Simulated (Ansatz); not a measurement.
## How far PBE and PBEsol part for hypothetical P4_2/mnm BP, biaxial strain −0.51 %, plane normal [001], relaxed out of plane

Consider BP (space group P4_2/mnm, No. 136; a = 5.569 Å, c = 3.205 Å; a hypothetical phase, not in the database extracts checked). Axes: x, y, z lie along a, b, c of the conventional cell.

(Cell as relaxed with PBE.)

Levels (all Ansatz, a quantum-chemistry and plane-wave program, PAW): PBE (420 eV, without spin-orbit coupling); PBEsol (420 eV, scalar-relativistic without spin-orbit coupling).

Each level relaxes its own structure.

```
base                      PBE    PBEsol
-------------------  --------  --------
volume per atom      12.42 Å³  12.19 Å³
lattice parameter a   5.569 Å   5.532 Å
band gap              0.47 eV   0.26 eV
```

Perturbation: compressive biaxial strain of 0.51 % in the plane normal to [001], as in epitaxy on a mismatched substrate; the out-of-plane cell vector and the atoms relax.

| quantity | PBE | PBEsol |
|---|---|---|
| valence-band top at Γ (three highest levels, from the VBM) | 0.00, 0.00, -0.43 eV | ___ |
| smallest direct gap | 1.22 eV | ___ |
| shift of the gap caused by the change | -0.04 eV | ___ |
| band gap | 0.43 eV | ___ |

**Question.** Predict the PBEsol column.

**Answer.** 
- valence-band top at Γ (three highest levels, from the VBM), PBEsol: 0.00, 0.00, -0.46 eV
- smallest direct gap, PBEsol: 1.08 eV
- shift of the gap caused by the change, PBEsol: -0.04 eV
- band gap, PBEsol: 0.22 eV

PBE's smallest direct gap lies 0.14 eV above PBEsol's; PBE's band gap lies 0.21 eV above PBEsol's; the two agree on the shift of the gap caused by the change. Neither level is exact; PBEsol is the comparison here, not a measurement.

Stability against distortions was not tested. The zero or small gap of BP can change with the level of theory.
